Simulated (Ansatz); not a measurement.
Results of r²SCAN+rVV10 in Ansatz (PAW) for cubic perovskite CsSnI3 (cubic high-temperature phase).

Run with plane-wave cutoff 560 eV, 6×6×6 k mesh, Fermi–Dirac smearing 0.01 eV, scalar-relativistic PAW data made under PBE.

Properties against volume:

| V (Å³/atom) | P (GPa) | smallest gap on the k mesh (eV) |
|---|---|---|
| 43.900 | 1.34 | 0.000 |
| 44.834 | 0.87 | 0.078 |
| 45.768 | 0.41 | 0.187 |
| 46.702 | 0.00 | 0.290 |
| 47.636 | -0.37 | 0.388 |
| 48.570 | -0.69 | 0.481 |
| 49.504 | -0.98 | 0.569 |

Note: the relaxation could not lower the start's symmetry, so the cell can be a saddle point above a distorted one.

Spin–orbit coupling is not included; it can close the smallest gap of 0.29 eV.

Ansatz is a first-principles code.
